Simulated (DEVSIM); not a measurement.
System: Pd/SiON/p-InP capacitor, at 300 K.

```
layer (left to right)  material  thickness (nm)  Na (cm⁻³)
---------------------  --------  --------------  ---------
1                          SiON            29.0          -
2                           InP            2900     4.6e16
```

Metal gate on the left, work function 5.2 eV. Fixed charge at the semiconductor interface 3.4e10 cm⁻² (in units of +e); no interface traps.

Constants are typed, rounded textbook-type inputs, not results; the design itself was drawn at random and stands for no fabricated device. Values at 300 K; Nc and Nv go as T^1.5, mobilities as T to minus their exponent, the gap by Varshni's rule with the affinity fixed.

| parameter | SiON | InP |
|---|---|---|
| gap (eV) | 7 | 1.344 |
| affinity (eV) | 1.4 | 4.38 |
| permittivity | 5.5 | 12.5 |
| Nc (cm⁻³) | - | 5.7e17 |
| Nv (cm⁻³) | - | 1.1e19 |
| Varshni α (eV/K) | - | 0.000363 |
| Varshni β (K) | - | 162 |

Simulated with DEVSIM: 1D Poisson equation in equilibrium, Boltzmann statistics, complete ionisation; no quantum confinement or tunnelling. Metal contacts follow the ideal Schottky-Mott rule: no Fermi-level pinning, no interface dipoles.

The temperature was swept, all else fixed.

```json
[
 {"temperature (K)": "250", "minimum of the low-frequency capacitance (μF/cm²)": "0.0455", "flat-band voltage (V)": "-0.46"},
 {"temperature (K)": "300", "minimum of the low-frequency capacitance (μF/cm²)": "(withheld)", "flat-band voltage (V)": "-0.41"},
 {"temperature (K)": "350", "minimum of the low-frequency capacitance (μF/cm²)": "0.0493", "flat-band voltage (V)": "-0.37"},
 {"temperature (K)": "400", "minimum of the low-frequency capacitance (μF/cm²)": "0.0503", "flat-band voltage (V)": "-0.32"},
 {"temperature (K)": "450", "minimum of the low-frequency capacitance (μF/cm²)": "0.0520", "flat-band voltage (V)": "-0.27"},
 {"temperature (K)": "500", "minimum of the low-frequency capacitance (μF/cm²)": "0.0554", "flat-band voltage (V)": "-0.22"}
]
```

Task: Some entries are withheld; supply them.

Result: 
- 300, minimum of the low-frequency capacitance (μF/cm²): 0.0469
